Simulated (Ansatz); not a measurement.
Consider the following.

```xyz
2
Lattice="2.2627 0.0000 0.0000 -1.1314 1.9596 0.0000 0.0000 0.0000 3.5486" Properties=species:S:1:pos:R:3 pbc="T T T"
Be     1.1314     0.6532     2.6614
Be     0.0000     1.3064     0.8871
```

No spin polarisation.

Method: Kohn–Sham DFT with the PBE functional, run in Ansatz (an electronic-structure program) with PAW and 420 eV plane waves, no spin-orbit coupling. k-mesh 29×29×16 (Γ-centred); smearing 0.1 eV (Fermi–Dirac).

### Question
Predict the stress, band gap and space group.

### Answer
Stress (xx, yy, zz, yz, xz, xy; compression positive): (0.1, 0.1, 1.9, 0.0, 0.0, 0.0) GPa
Band gap: zero
Space group: P6_3/mmc (No. 194)

The cells carry an imposed strain or load. No phonon test of stability was made. The cell was made from Be in the hcp (Mg type) structure (space group P6_3/mmc, No. 194) by this change: uniaxial strain ε_zz = −0.50 %.
